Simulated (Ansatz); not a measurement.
Start from Sn in the diamond structure (space group Fd-3m, No. 227; a = 6.540 Å; relaxed with 0.1 eV smearing). Axes: x, y, z lie along the cube axes.

The values are results of PBEsol (Ansatz, a program for electronic structure), no spin-orbit coupling, not measurements.

The change: biaxial strain +1.67 %, plane normal [111], relaxed out of plane (Cartesian); in-plane vectors clamped, the third vector and the atoms free.

Estimate the effect on the ratio −ε⊥/ε∥.

The ratio −ε⊥/ε∥ comes out as 0.60.

No phonon test of stability was made.
